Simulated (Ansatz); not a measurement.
**Effect of pressure 3 GPa on hypothetical zinc blende BaS**

Consider BaS in the zinc blende structure (space group F-43m, No. 216; a = 7.036 Å; a hypothetical phase, not in the database extracts checked).

Modification: cell and atoms relaxed at a pressure of 3 GPa.

All numbers come from Ansatz (a first-principles code), PBE, PAW, cutoff 420 eV, no spin-orbit coupling. Γ-centred 8×8×8 mesh, Fermi–Dirac width 0.05 eV.

```tsv
quantity	base	changed	shift
density	3.23 g/cm³	3.54 g/cm³	+0.31 g/cm³
shortest interatomic distance	5.757 bohr	5.586 bohr	-0.171 bohr
enthalpy H = E + PV relative to the base's energy	–	+0.78 eV/atom	–
band gap	2.75 eV	2.87 eV	+0.12 eV
gap character	indirect, W → Γ	indirect, W → Γ	–
smallest direct gap	3.42 eV	3.45 eV	+0.023 eV
mean gap deformation potential ΔEg/Δln V	–	-1.3 eV	–
width of the top valence band	0.67 eV	0.85 eV	+0.18 eV
electron mass	0.39 mₑ (at Γ)	0.39 mₑ (at Γ)	–
valley order (the lowest conduction-band minima on the path, energy above the VBM, named in the base's zone)	–	Γ 2.87 eV; W (1/2, -1/4, 1/4) 3.45 eV; a point along ⟨100⟩, about 0.7 Å⁻¹ from Γ 3.47 eV	–
```

Final structure:

```xyz
2
Lattice="0.0000 3.4131 3.4131 3.4131 0.0000 3.4131 3.4131 3.4131 0.0000" Properties=species:S:1:pos:R:3 pbc="T T T"
S      5.1197     5.1197     5.1197
Ba     0.0000     0.0000     0.0000
```

Load acts through the strain it causes; cell and atoms are relaxed under it. Effective masses come from finite differences of ±0.01 Å⁻¹. Stability against distortions was not tested.
